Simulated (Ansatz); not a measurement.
HgTe (P3₂21, No. 154, 6 atoms in the cell; start mp-1071269; a measured phase of this formula has another space group) was calculated with HSE06 (Ansatz, a program for electronic structure, PAW).

Numerical settings: plane-wave cutoff 500 eV, 6×6×2 k mesh (along the axes of the cell as run), gaussian smearing 0.02 eV, scalar-relativistic PAW data made under PBE.

Cell (relaxed with r²SCAN):

```cif
data_Hg3Te3
_chemical_formula_sum 'Hg3 Te3'
_space_group_name_H-M_alt 'P 1'
_space_group_IT_number 1
_cell_length_a 4.66793
_cell_length_b 4.66793
_cell_length_c 10.39082
_cell_angle_alpha 90.000
_cell_angle_beta 90.000
_cell_angle_gamma 120.000
loop_
_space_group_symop_operation_xyz
  'x, y, z'
loop_
_atom_site_label
_atom_site_type_symbol
_atom_site_fract_x
_atom_site_fract_y
_atom_site_fract_z
_atom_site_occupancy
Hg1 Hg 0.68852 0.68852 0.00000 1
Hg2 Hg 0.31148 0.00000 0.66667 1
Hg3 Hg 0.00000 0.31148 0.33333 1
Te1 Te 0.51203 0.51203 0.50000 1
Te2 Te 0.48797 0.00000 0.16667 1
Te3 Te 0.00000 0.48797 0.83333 1
```

Problem. Estimate the band gap that the calculation returns.

Solution. 
band gap: 1.23 eV (on the SCF k mesh)

Note: cell and atoms aren't relaxed at this level (largest force component 0.11 eV/Å).

Spin–orbit coupling is not included; with these elements it can move the gap by several tenths of an eV or more.

Cost on a shared machine: roughly 8 core-minutes.

A start named mp-… is a Materials Project structure, which need not be a measured phase.
